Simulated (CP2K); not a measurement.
Input and output of a self-consistent single point for NiSi2 (Fm-3m, 3 atoms in the cell) (CP2K).

Method of the run: CP2K with PBE, GPW, DZVP-MOLOPT-SR-GTH basis, GTH-PBE potentials (GTH_POTENTIALS).

The change in words: lattice scaled by 0.98. Reference geometry:
```
NiSi2
1.0
    3.82545     0.00000     0.00000
    1.91272     3.31293     0.00000
    1.91272     1.10431     3.12346
Si Ni
2 1
Direct
  0.25000   0.25000   0.25000
  0.75000   0.75000   0.75000
  0.00000   0.00000   0.00000
```

Reference input (self-consistent single point, DFT PBE, GPW, DZVP-MOLOPT-SR-GTH basis, GTH-PBE potentials (GTH_POTENTIALS)): CUTOFF = 600 Ry; REL_CUTOFF = 60 Ry; SMEAR/METHOD = FERMI_DIRAC; ELECTRONIC_TEMPERATURE = 1578.21 K; KPOINTS/SCHEME = MONKHORST-PACK 11 11 11; XC_FUNCTIONAL = PBE; Si/BASIS_SET = DZVP-MOLOPT-SR-GTH-q4; Si/POTENTIAL = GTH-PBE-q4; Ni/BASIS_SET = DZVP-MOLOPT-SR-GTH-q18; Ni/POTENTIAL = GTH-PBE-q18; METHOD = GPW; EPS_DEFAULT = 1e-10. This run's input differs from it in these lines:

```diff
@@ -63,5 +63,5 @@
     &CELL
-      A 3.82544800 0.00000000 0.00000000
-      B 1.91272400 3.31293500 0.00000000
-      C 1.91272400 1.10431200 3.12346500
+      A 3.74893900 0.00000000 0.00000000
+      B 1.87446900 3.24667600 0.00000000
+      C 1.87446900 1.08222500 3.06099600
       PERIODIC XYZ
```

Log, with long lists cut:

```
 SCF WAVEFUNCTION OPTIMIZATION

  Step     Update method      Time    Convergence         Total energy    Change
     1 NoMix/Diag. 0.20E+00      -     1.41220341      -178.0800811842 -1.78E+02
     2 Broy./Diag. 0.20E+00      -     0.11143839      -173.4905657699  4.59E+00
     3 Broy./Diag. 0.20E+00      -     0.04895427      -176.5070852245 -3.02E+00
     4 Broy./Diag. 0.20E+00      -     0.07723607      -177.3068190332 -8.00E-01
     5 Broy./Diag. 0.20E+00      -     0.04276248      -176.2725000614  1.03E+00
     6 Broy./Diag. 0.20E+00      -     0.01145819      -177.3820719364 -1.11E+00
   [... 7 lines left out ...]
    14 Broy./Diag. 0.20E+00      -     0.00000961      -177.2126983520 -4.20E-05
    15 Broy./Diag. 0.20E+00      -     0.00000207      -177.2125132922  1.85E-04
    16 Broy./Diag. 0.20E+00      -     0.00000561      -177.2125084519  4.84E-06
    17 Broy./Diag. 0.20E+00      -     8.4203E-09      -177.2125093921 -9.40E-07
  *** SCF run converged in    17 steps ***

  Overlap energy of the core charge distribution:               0.00000000000161
  Self energy of the core charge distribution:               -281.65516352695784
  Core Hamiltonian energy:                                     77.53544005814584
  Hartree energy:                                              46.43214106112897
  Exchange-correlation energy:                                -19.52307483648442
  Electronic entropic energy:                                  -0.00185214799162
  Fermi energy:                                                 0.43411574104855

  Total energy:                                              -177.21250939209577
  Total energy (extrapolated to T->0):                       -177.21158331809997

                     Mulliken Population Analysis

   [... lines left out ...]

 STRESS| Analytical stress tensor [bar]
 STRESS|                        x                   y                   z
 STRESS|      x        1.41848311234E+05  -1.03967808308E+01  -7.35164860485E+00
 STRESS|      y       -1.03967808308E+01   1.41860188860E+05  -3.79459802910E+00
 STRESS|      z       -7.35164860485E+00  -3.79459802910E+00   1.41861705866E+05
 STRESS| 1/3 Trace                                             1.41856735320E+05
```

The run converged in 17 iterations. Against the reference run the free energy rises by 40.6 meV/atom and the pressure goes from 3.19 to 14.19 GPa.

The starting cell has typed, rounded lattice constants, without a prior relaxation at this level. For this run, on top of that: lattice scaled by 0.98. Spin polarisation is off. Values carry the incompleteness of an atom-centred basis. With a pressure of about 14 GPa the cell is away from its equilibrium volume at this level.

Cost on one core of a shared machine: roughly 90 s.
